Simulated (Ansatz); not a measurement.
The starting structures come from a database of crystals and need not be the phases stable at ambient conditions.

Tunnelling through a barrier is set by its complex band structure: the current falls as exp(−2κd) with the smallest κ.

Input:

```yaml
crystal:
  lattice:
    - [3.62752, 0.00000, 0.00000]
    - [0.00000, 5.17220, 0.00000]
    - [0.00000, 0.00000, 3.62752]
  atoms:
    - { symbol: Sc, position: [0.00000, 0.29415, 0.50000] }
    - { symbol: Sc, position: [0.50000, 0.70585, 0.00000] }
    - { symbol: O, position: [0.00000, 0.50000, 0.00000] }
    - { symbol: O, position: [0.50000, 0.50000, 0.50000] }
    - { symbol: F, position: [0.50000, 0.00000, 0.50000] }
    - { symbol: F, position: [0.00000, 0.00000, 0.00000] }
```

The cell is taken as given; by r2SCAN it stands under a pressure of -4.8 GPa.

Transport runs along the normal of the first two printed cell vectors, the (100) plane of the conventional cell.

No gap correction and no spin-orbit coupling; mid-gap is the computed energy nearest the middle.

Task: Estimate the band gap and the smallest decay constant κ at mid-gap that Ansatz (an electronic-structure program) with r2SCAN returns for this system.

Result: Gap 4.86 eV on a 8×6×8 mesh; κ = 0.494 1/Å, at the zone centre.
